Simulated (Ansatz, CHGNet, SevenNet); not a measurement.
# Hf (model structure, started from the diamond type, Fd-3m, No. 227, 2 atoms in the cell): equilibrium lattice constant a by level of theory

No measured value is used here.

| level (code) | value (Å) |
|---|---|
| CHGNet-r²SCAN | 6.118 |
| SevenNet-0 | 6.425 |
| SevenNet-l3i5 | 6.600 |
| LDA (Ansatz) | 6.219 |
| PBE (Ansatz) | 6.547 |
| PBEsol (Ansatz) | 6.370 |
| r²SCAN (Ansatz) | 6.463 |

Density-functional levels without +SOC have no spin–orbit coupling. Cutoffs differ between the levels. Ansatz's density-functional and Hartree–Fock values are scalar-relativistic unless marked +SOC, with PAW data made under PBE.

Machine-learned potentials (CHGNet-r²SCAN, SevenNet-0, SevenNet-l3i5) are trained on DFT data: a solid inside that data is no test of them.

A model structure was made by putting elements into a prototype or built by hand; it is no filed structure, need not be a known phase, and can be a saddle point held by its symmetry.

Ansatz is a program for electronic structure.
